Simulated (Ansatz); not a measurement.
Take SrTiO₃ in the cubic perovskite structure (space group Pm-3m, No. 221) as the base.

```yaml
crystal:
  lattice:
    - [3.85418, 0.00000, 0.00000]
    - [0.00000, 3.85418, 0.00000]
    - [0.00000, 0.00000, 3.85418]
  atoms:
    - { symbol: Sr, position: [0.00000, 0.00000, 0.00000] }
    - { symbol: Ti, position: [0.50000, 0.50000, 0.50000] }
    - { symbol: O, position: [0.50000, 0.00000, 0.50000] }
    - { symbol: O, position: [0.00000, 0.50000, 0.50000] }
    - { symbol: O, position: [0.50000, 0.50000, 0.00000] }
```

Method: Ansatz (a quantum-chemistry and plane-wave program), LDA, PAW, cutoff 420 eV, no SOC.

Base values:

The lattice parameter a is 385.4 pm and the band gap comes out as 1.85 eV.

Perturbation: cell and atoms relaxed at a pressure of 10 GPa.

Problem. What happens to the lattice parameter a and band gap?

Solution. The lattice parameter a decreases by 5.7 pm, from 385.4 pm to 379.7 pm; the band gap increases by 0.075 eV, from 1.85 eV to 1.93 eV.

Load acts through the strain it causes; cell and atoms are relaxed under it. Whether these cells are dynamically stable was not tested. No other phases were tried under pressure. All final runs are without spin polarisation. Many cubic perovskites are stable only at high temperature; tilts and polar distortions were not tested.
